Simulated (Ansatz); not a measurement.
The starting structures come from a database of crystals and need not be the phases stable at ambient conditions.

The decay constant κ of evanescent states in the gap governs leakage through a thin film.

Given:

```yaml
crystal:
  lattice:
    - [6.31162, 0.00000, 0.00000]
    - [-3.15581, 5.46602, 0.00000]
    - [3.15581, 1.82201, 5.15342]
  atoms:
    - { symbol: Cs, position: [0.50000, 0.25000, 0.25000] }
    - { symbol: Cs, position: [0.50000, 0.75000, 0.75000] }
    - { symbol: Ge, position: [0.00000, 0.00000, 0.00000] }
    - { symbol: F, position: [0.40644, 0.20322, 0.79678] }
    - { symbol: F, position: [0.59356, 0.79678, 0.20322] }
    - { symbol: F, position: [0.00000, 0.20322, 0.79678] }
    - { symbol: F, position: [0.00000, 0.79678, 0.20322] }
    - { symbol: F, position: [0.00000, 0.79678, 0.79678] }
    - { symbol: F, position: [0.00000, 0.20322, 0.20322] }
```

Space group of this cell: Fm-3m. The cell is taken as given.

Transport runs along the normal of the first two printed cell vectors, the (111) plane of the conventional cell.

No gap correction and no spin-orbit coupling; mid-gap values are interpolated between computed energies.

State the band gap and the smallest decay constant κ at mid-gap according to PBEsol (Ansatz, a program for electronic structure).

Gap 6.40 eV on a 8×8×8 mesh; κ = 0.509 1/Å, at the zone centre.
